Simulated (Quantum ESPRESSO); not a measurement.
Input and output of a self-consistent single point for Ti (P6_3/mmc, 4 atoms in the cell) (Quantum ESPRESSO).

Computed with PBE, PseudoDojo standard norm-conserving (PBE) pseudopotentials (plane waves; Quantum ESPRESSO 7.5).

```yaml
crystal:
  lattice:
    - [2.94842, 0.00000, 0.00000]
    - [-1.47421, 2.55341, 0.00000]
    - [0.00000, 0.00000, 9.48657]
  atoms:
    - { symbol: Ti, position: [0.00000, 0.00000, 0.00000] }
    - { symbol: Ti, position: [0.00000, 0.00000, 0.50000] }
    - { symbol: Ti, position: [0.33333, 0.66667, 0.25000] }
    - { symbol: Ti, position: [0.66667, 0.33333, 0.75000] }
```

Reference input (self-consistent single point, DFT, PBE, plane waves, PseudoDojo standard norm-conserving (PBE) pseudopotentials): ecutwfc = 85 Ry; occupations = smearing; smearing = marzari-vanderbilt; degauss = 0.019992 Ry; potentials = {Ti: Ti.upf}; K_POINTS = automatic 10 10 3 0 0 0; conv_thr = 1e-10 Ry; mixing_beta = 0.7. This run's input differs from it in these lines:

```diff
@@ -12,3 +12,3 @@
   ntyp = 1
-  ecutwfc = 85
+  ecutwfc = 76
   occupations = 'smearing'
```

The program printed (abridged):

```
     Self-consistent Calculation

     iteration #  1     ecut=    76.00 Ry     beta= 0.70

     Threshold (ethr) on eigenvalues was too large:
     Diagonalizing with lowered threshold

     total energy              =    -474.76651090 Ry
     estimated scf accuracy    <       0.17172595 Ry

     iteration #  2     ecut=    76.00 Ry     beta= 0.70

     total energy              =    -474.78455732 Ry
     estimated scf accuracy    <       0.13473377 Ry

     iteration #  3     ecut=    76.00 Ry     beta= 0.70

     total energy              =    -474.73811246 Ry
     estimated scf accuracy    <       1.56085620 Ry

   [... 23 blocks of this kind left out ...]

     iteration # 27     ecut=    76.00 Ry     beta= 0.70

     total energy              =    -474.82973386 Ry
     estimated scf accuracy    <          1.5E-10 Ry

     iteration # 28     ecut=    76.00 Ry     beta= 0.70
     End of self-consistent calculation

     the Fermi energy is    12.8941 ev

!    total energy              =    -474.82973386 Ry
     estimated scf accuracy    <          4.6E-11 Ry
     smearing contrib. (-TS)   =      -0.00072539 Ry
     internal energy E=F+TS    =    -474.82900847 Ry

     convergence has been achieved in  28 iterations

     Forces acting on atoms (cartesian axes, Ry/au):

     atom    1 type  1   force =     0.00000000   -0.00000000   -0.00000000
   [... zero for the other atoms too ...]

     Total force =     0.000000     Total SCF correction =     0.000000

          total   stress  (Ry/bohr**3)                   (kbar)     P=      -24.63
  -0.00013919  -0.00000000  -0.00000000          -20.48       -0.00       -0.00
  -0.00000000  -0.00013919  -0.00000000           -0.00      -20.48       -0.00
  -0.00000000  -0.00000000  -0.00022384           -0.00       -0.00      -32.93

   JOB DONE.
```

The run converged in 28 iterations. Against the reference run the free energy rises by 1.2 meV/atom and the pressure goes from -2.28 to -2.46 GPa.

The starting cell was generated: these elements placed on a structure prototype, without a prior relaxation; it need not be a known phase or ordering of this composition. Its lattice was rescaled by a random factor within 2.5 % of one. Spin polarisation is off.

Cost on one core of a shared machine: roughly 2 min.
